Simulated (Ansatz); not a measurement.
Start from InSb in the zinc blende structure (space group F-43m, No. 216; a = 6.556 Å).

Structures relaxed with r2SCAN, PAW, 500 eV (Ansatz, a quantum-chemistry and plane-wave program; no SOC).

Base:

Simulated powder pattern, Cu Kα1, λ = 1.54056 Å (kinematic, ideal powder, no thermal factors, no anomalous dispersion; the 8 strongest lines at most, above 2 %, up to 2θ = 90°):

```json
[
 {"2θ (°)": "23.48", "I/Imax (%)": "100", "hkl": "(111)"},
 {"2θ (°)": "38.82", "I/Imax (%)": "80", "hkl": "(220)"},
 {"2θ (°)": "45.87", "I/Imax (%)": "49", "hkl": "(311)"},
 {"2θ (°)": "56.07", "I/Imax (%)": "13", "hkl": "(400)"},
 {"2θ (°)": "61.61", "I/Imax (%)": "20", "hkl": "(331)"},
 {"2θ (°)": "70.28", "I/Imax (%)": "27", "hkl": "(422)"},
 {"2θ (°)": "75.25", "I/Imax (%)": "15", "hkl": "(511)"},
 {"2θ (°)": "88.07", "I/Imax (%)": "15", "hkl": "(531)"}
]
```

Modification: a hydrostatic pressure of 75 GPa.

After the change:

Simulated powder pattern, Cu Kα1, λ = 1.54056 Å (kinematic, ideal powder, no thermal factors, no anomalous dispersion; the 8 strongest lines at most, above 2 %, up to 2θ = 90°):

```csv
2θ (°),I/Imax (%),hkl
27.99,100,(111)
46.52,74,(220)
55.17,44,(311)
67.90,12,(400)
74.97,17,(331)
86.31,24,(422)
```

The indices refer to the base's conventional cell; one index is shown for lines that coincide.

Load acts through the strain it causes; cell and atoms are relaxed under it. No phonon test of stability was made. Tetrahedral semiconductors of this kind turn to denser phases somewhere between about 1 and 50 GPa; those were not computed, so compressed cells here can lie past the real transition. All final runs are without spin polarisation.
